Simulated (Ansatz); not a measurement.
H on the 1x1 (100) surface of fcc Cu, one in a 2x2 cell, energies for each (26.4 Å²). Energies are against ½ H2(g), without zero-point or thermal terms; each row is named by its start.

These are PBE (plane waves to 420 eV, PAW; Ansatz, a quantum-chemistry and plane-wave program) values and carry that method's errors.

Question: Which site binds most strongly?
A. top Cu
B. hollow Cu-Cu-Cu-Cu over Cu at depth 1.8 Å
C. bridge Cu-Cu (span 2.6 Å)

Answer: B, hollow Cu-Cu-Cu-Cu over Cu at depth 1.8 Å. Adsorption energies: hollow Cu-Cu-Cu-Cu over Cu at depth 1.8 Å -0.15 eV; bridge Cu-Cu (span 2.6 Å) -0.08 eV; top Cu 0.40 eV.
